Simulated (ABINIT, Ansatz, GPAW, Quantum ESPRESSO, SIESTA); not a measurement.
# One structure in several programs: MoW (Cmmm, 2 atoms in the cell)

Self-consistent single point.

```yaml
crystal:
  lattice:
    - [1.56191, -2.20972, 0.00000]
    - [1.56191, 2.20972, 0.00000]
    - [0.00000, 0.00000, 4.43724]
  atoms:
    - { symbol: Mo, position: [0.00000, 0.00000, 0.00000] }
    - { symbol: W, position: [0.50000, 0.50000, 0.50000] }
```

All programs got the same cell, k-point mesh and kind of occupations (in Ansatz's words: kpoints.mp_grid.grid = 10 10 6; scf.occupations.method = fermi_dirac; scf.occupations.width = 0.01 Ry); potentials, basis and cutoffs are each program's usual ones.

```tsv
code	model	pressure (GPa)	k-points	cutoff
ABINIT	LDA (PW92), norm-conserving pseudopotentials (PseudoDojo nc-sr-04 LDA standard)	-1.63	124	80 Ry
SIESTA	LDA PW92, numerical atomic orbitals DZP, PseudoDojo LDA standard norm-conserving potentials (rewritten from UPF to PSML)	-2.36	338	grid 400 Ry
Ansatz	LDA (PW92), PAW files made with PBE	-1.28	124	default
Quantum ESPRESSO	LDA (PZ), GBRV 1.5 ultrasoft (LDA) pseudopotentials	-3.04	124	40 Ry
GPAW	LDA (Perdew-Wang 92), GPAW PAW datasets LDA (gpaw-data 1.0.1)	-2.41	124	600 eV
```

The spread over the programs that give each value: pressure within 1.76 GPa.

The starting cell comes from a database of computed structures (which also holds hypothetical and non-ambient phases and stackings), without a prior relaxation at this level. Its lattice was rescaled by a random factor within 2.5 % of one. On Ansatz's run: Spin-orbit coupling is off. Spin polarisation is off.

Question: Why do the programs differ, and what cannot be compared?

Answer: Differences of this kind can come from the potentials, where these differ, and from what each basis and cutoff leave unconverged. The zero of total energies and Fermi levels follows the potentials and each program's conventions, so they are not compared here. SIESTA uses small atom-centred bases, whose incompleteness enters pressures, forces and empty levels differently from a plane-wave cutoff. Ansatz's pressure is given at a fixed set of plane waves, as the other plane-wave codes print theirs; with its correction for the finite basis it is -1.25 GPa. Ansatz's smearing width was typed in Ry to four decimals, so it matches the others to a few per cent. The same LDA comes in different parametrisations, which differ slightly. The programs reduce the same mesh by symmetry to different extents, which changes the work and not the result. In the pressure, Quantum ESPRESSO (by 1.02) lies more than 1 GPa from the median of the plane-wave programs.

Left out of this page: Elk and FLEUR (not drawn, or without a comparable value).

Ansatz is an electronic-structure program.

Keys are those of Ansatz 0.2.
